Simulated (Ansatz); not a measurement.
Input:

End structure of a constructed model of the (0001) surface of hcp Co, ferromagnetic, a pseudomorphic layer of Au in the other hollow (bottom of the slab: a bare face, its two planes held):

```yaml
crystal:
  lattice:
    - [2.49292, 0.00000, 0.00000]
    - [-1.24646, 2.15893, 0.00000]
    - [0.00000, 0.00000, 28.50000]
  atoms:
    - { symbol: Co, position: [0.66667, 0.33333, 0.28223] }
    - { symbol: Co, position: [0.33333, 0.66667, 0.35297] }
    - { symbol: Co, position: [0.66667, 0.33333, 0.42456] }
    - { symbol: Co, position: [0.33333, 0.66667, 0.49470] }
    - { symbol: Co, position: [0.66667, 0.33333, 0.56647] }
    - { symbol: Co, position: [0.33333, 0.66667, 0.63518] }
    - { symbol: Au, position: [0.00000, 0.00000, 0.72445] }
```

Slab: 7 atoms, 12.4 Å thick at the start with caps and adatoms (thin: gaps and levels are the slab's own); k 17x17x1, smearing 0.1 eV, dipole-corrected; 2 atoms held, the rest relaxed; held to the start's symmetry, so lower structures may exist; spin-polarised, ending with about 9.9 μB a cell; orders that need a larger cell were not tried, no spin-orbit, no U. In PBE it is, or lies within 0.01 eV a 1x1 cell of, the lowest of the 2 structures of its composition computed so far; subsurface sites and larger cells were not tried.

Task: Estimate the work function of the top face that PBE (Ansatz, a first-principles code) returns for this input.

Result: 4.98 eV
